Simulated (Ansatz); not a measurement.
We consider C11b WSi2, described by PBEsol in Ansatz (PAW).

Settings: plane-wave cutoff 520 eV, 28×28×28 k mesh, Fermi–Dirac smearing 0.044 eV (set by the program), no spin polarisation, scalar-relativistic PAW data made under PBE.

Computed at the level's own relaxed cell.

Hill averages of the elastic tensor: K = 232.3 GPa, G = 200.6 GPa. Volume 13.360 Å³/atom, mean atomic mass 80.004 u.

Work out the density, the sound velocities of a polycrystal and the elastic Debye temperature, and Pugh's ratio at this level.

ρ = 1.66054 × 80.004/13.360 = 9.944 g/cm³. v_l = √[(K + 4G/3)/ρ] = 7.089 km/s and v_t = √(G/ρ) = 4.491 km/s. The mean follows from 3/v_m³ = 1/v_l³ + 2/v_t³: v_m = 4.940 km/s. Θ_D = (ħ/k_B) v_m (6π²/V)^(1/3) = 76.38 K Å s/km × 4.940 × 1.6427 Å⁻¹ = 620 K, counting all atoms of the cell. K/G = 1.16, to be set beside Pugh's rough bound of 1.75 between brittle and ductile metals.

Ansatz is an electronic-structure program.
